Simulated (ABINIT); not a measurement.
Band structure of RbTeO3 (Pm-3m, 5 atoms in the cell).

```
RbTeO3
1.0
    4.16775     0.00000     0.00000
    0.00000     4.16775     0.00000
    0.00000     0.00000     4.16775
Rb Te O
1 1 3
Direct
  0.00000   0.00000   0.00000
  0.50000   0.50000   0.50000
  0.50000   0.50000   0.00000
  0.00000   0.50000   0.50000
  0.50000   0.00000   0.50000
```

Level of theory: PBEsol, norm-conserving pseudopotentials (PseudoDojo nc-sr-04 PBEsol standard) (plane waves; ABINIT).

Settings: pseudos = [Rb.upf, Te.upf, O.upf]; ecut = 42 Ha; occopt = 7; tsmear = 0.1 eV; ngkpt = 6 6 6; nshiftk = 1; shiftk = 0 0 0; potentials = PseudoDojo nc-sr-04 PBEsol standard; kptopt = 1; nstep = 60; tolvrs1 = 1e-12; ndtset = 2; getden2 = 1.

The starting cell comes from a database of computed structures (which also holds hypothetical and non-ambient phases and stackings), without a prior relaxation at this level. Its lattice was rescaled by a random factor within 2.5 % of one. Spin-orbit coupling is off.

Levels in eV from the Fermi level, bands 19 to 26:
```json
[
 {"point": "Γ", "19": "-1.72", "20": "-1.51", "21": "-1.51", "22": "-1.51", "23": "6.57", "24": "6.98", "25": "6.98", "26": "8.32"},
 {"point": "X", "19": "-1.91", "20": "-1.88", "21": "-1.88", "22": "-0.03", "23": "4.55", "24": "7.50", "25": "7.50", "26": "8.38"},
 {"point": "M", "19": "-2.23", "20": "-2.23", "21": "-0.81", "22": "2.04", "23": "3.46", "24": "3.46", "25": "6.79", "26": "9.19"},
 {"point": "R", "19": "-0.77", "20": "-0.77", "21": "-0.77", "22": "2.06", "23": "2.06", "24": "2.06", "25": "3.93", "26": "9.88"}
]
```

Bands cross the Fermi level along this path, so the cell is metallic at this level.
